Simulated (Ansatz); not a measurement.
Mg2TiO4 (Imma, No. 74, 14 atoms in the cell; start mp-33297), treated with PBEsol in Ansatz (plane waves, PAW).

Run with plane-wave cutoff 520 eV, 8×8×8 k mesh, Fermi–Dirac smearing 0.01 eV, no spin polarisation, scalar-relativistic PAW data made under PBE.

Cell (relaxed with PBEsol):

```yaml
crystal:
  lattice:
    - [-2.96563, 2.97940, 4.23931]
    - [2.96563, -2.97940, 4.23931]
    - [2.96563, 2.97940, -4.23931]
  atoms:
    - { symbol: Mg, position: [0.88612, 0.13612, 0.75000] }
    - { symbol: Mg, position: [0.11388, 0.86388, 0.25000] }
    - { symbol: Mg, position: [0.50000, 0.50000, 0.50000] }
    - { symbol: Mg, position: [0.50000, 0.00000, 0.00000] }
    - { symbol: Ti, position: [0.00000, 0.50000, 0.50000] }
    - { symbol: Ti, position: [0.50000, 0.50000, 0.00000] }
    - { symbol: O, position: [0.74804, 0.27377, 0.02573] }
    - { symbol: O, position: [0.25196, 0.72623, 0.97427] }
    - { symbol: O, position: [0.74804, 0.72231, 0.47427] }
    - { symbol: O, position: [0.25196, 0.27769, 0.52573] }
    - { symbol: O, position: [0.28800, 0.27356, 0.01444] }
    - { symbol: O, position: [0.71200, 0.72644, 0.98556] }
    - { symbol: O, position: [0.75912, 0.27356, 0.48556] }
    - { symbol: O, position: [0.24088, 0.72644, 0.51444] }
```

Q: What does this level give for the band gap and smallest direct gap on the k points sampled?

A: 
- band gap = 2.73 eV
- smallest direct gap on the k points sampled = 2.74 eV

A start named mp-… is a Materials Project structure, which need not be a measured phase.

Ansatz is a program for electronic structure.
